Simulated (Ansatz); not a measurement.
The starting structures come from a database of crystals and need not be the phases stable at ambient conditions.

By PBEsol, the system below comes out a metal.

Crystal: AlCr2C (P6_3/mmc, not sure to be the ambient phase, 8 atoms a cell, 10.9 Å³ an atom, -3 GPa at this level); planes in its conventional cell.

These are PBEsol (plane waves, PAW; Ansatz, a program for electronic structure) values and carry that method's errors.

Ballistic conductance counts the channels of both spins, as a mean over 0.1 eV about the Fermi level; spin-orbit coupling is left out.

```
plane  area (Å²)  G/A (10¹⁵ S/m²)
-----  ---------  ---------------
(001)        6.9             0.42
(100)       35.6       (withheld)
```

Question: Some entries are withheld; supply them.

Answer: 
- (100), G/A (10¹⁵ S/m²): 0.89
